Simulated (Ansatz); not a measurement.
Ansatz (a program for electronic structure) run on K₃Pd (P4mm, 4 atoms in the cell): self-consistent single point.

Level of theory: PBEsol, default PAW files made with PBE (plane waves; Ansatz).

```
CELL_PARAMETERS angstrom
      5.41779     0.00000     0.00000
      0.00000     5.41779     0.00000
      0.00000     0.00000     5.41779
ATOMIC_POSITIONS crystal
  K  0.50000 0.50000 0.00923
  K  0.00000 0.50000 0.50000
  K  0.50000 0.00000 0.50000
  Pd 0.00000 0.00000 0.00000
```

Reference input (self-consistent single point, DFT, PBEsol, plane waves, default PAW files made with PBE): basis.ecutwfc = 420 eV; kpoints.mp_grid.grid = 6 6 6; hamiltonian.xc = pbesol; hamiltonian.pseudopotentials = {kind: paw} (the program's default PAW files); scf.occupations.method = fermi_dirac; scf.occupations.width = 0.1 eV. This run's input differs from it in these lines:

Ansatz 0.2 input:
```diff
@@ -13,3 +13,3 @@
 kpoints:
-  mp_grid: { grid: [6, 6, 6] }
+  mp_grid: { grid: [4, 4, 4] }
 hamiltonian:
@@ -18,3 +18,3 @@
 scf:
-  occupations: { method: fermi_dirac, width: 0.1 eV }
+  occupations: { method: fermi_dirac, width: 0.3 eV }
 output:
```

The program printed (abridged):

```
SCF iter   1: F=—  HF=-11453.891399 eV  |F-HF|=—  |Δ(HF+E_count)|=         —  Δρ=3.86e-3  dr2=4.32e-2  ethr=1.77e-3  ⟨swp⟩=7.1  Hψ=2520  notcnv=0
all-band conjugate gradients solve this SCF's bands
preconditioner: auto → Kerker (q_TF=auto, 2.211 Å⁻¹)
SCF iter   2: F=—  HF=-11453.888138 eV  |F-HF|=—  |Δ(HF+E_count)|=   3.26e-3  Δρ=1.83e-3  dr2=1.20e-2  ethr=9.59e-5  ⟨swp⟩=1.1  Hψ=703  notcnv=0
SCF iter   3: F=—  HF=-11453.886842 eV  |F-HF|=—  |Δ(HF+E_count)|=   1.30e-3  Δρ=3.44e-4  dr2=5.50e-4  ethr=2.67e-5  ⟨swp⟩=1.3  Hψ=565  notcnv=0
SCF iter   4: F=—  HF=-11453.886832 eV  |F-HF|=—  |Δ(HF+E_count)|=   9.41e-6  Δρ=1.27e-4  dr2=7.19e-5  ethr=1.22e-6  ⟨swp⟩=1.3  Hψ=564  notcnv=0
SCF iter   5: F=—  HF=-11453.886847 eV  |F-HF|=—  |Δ(HF+E_count)|=   1.45e-5  Δρ=3.54e-5  dr2=5.97e-6  ethr=1.60e-7  ⟨swp⟩=2.7  Hψ=850  notcnv=0
SCF iter   6: F=—  HF=-11453.886846 eV  |F-HF|=—  |Δ(HF+E_count)|=   6.89e-7  Δρ=1.76e-5  dr2=1.18e-6  ethr=1.33e-8  ⟨swp⟩=2.1  Hψ=687  notcnv=0
SCF iter   7: F=-11453.886846 eV  HF=-11453.886846 eV  |F-HF|=3.52e-8  |Δ(HF+E_count)|=   1.20e-7  Δρ=5.42e-6  dr2=6.22e-8  ethr=2.22e-10  ⟨swp⟩=3.3  Hψ=2149  notcnv=0
SCF 1 converged in 7 iterations: F = -11453.886846 eV  dr2 = 6.22e-8
Free energy (F): -11453.886846 eV
Internal energy: -11453.201568 eV  (E = F + TS)
E sigma→0 (E₀):  -11453.544207 eV
Entropy (-TS):   -0.685278 eV (-171.320 meV/atom)
Fermi energy:    4.738495 eV
--- Forces (eV/Å), atoms counted from 1 ---
  atom   1  K      0.00000000     0.00000000    -0.08338517
  atom   2  K      0.00000000     0.00000000     0.03458425
  atom   3  K     -0.00000000     0.00000000     0.03458425
  atom   4  Pd     0.00000000     0.00000000     0.01418924
--- Stress (GPa, compression-positive) ---
       -0.398738       0.000000       0.000000
        0.000000      -0.398738       0.000000
        0.000000       0.000000      -0.404658
  P = ⅓ Tr σ = -0.4007 GPa (-4.007 kbar)
  The stress holds the Pulay correction. Without it, at fixed plane waves, as pw.x and ABINIT print it: P = -0.4040 GPa
```

The run converged in 7 iterations. Against the reference run the free energy goes down by 74.7 meV/atom, the pressure goes from -0.61 to -0.40 GPa and the largest force hardly changes (0.084 to 0.083 eV/Å).

The starting cell comes from a database of computed structures (which also holds hypothetical and non-ambient phases and stackings), without a prior relaxation at this level. Its lattice was rescaled by up to half a per cent. One atom was moved a little off its site on purpose. Spin polarisation is off. Ansatz's pressure includes its estimate of the finite-basis (Pulay) stress.
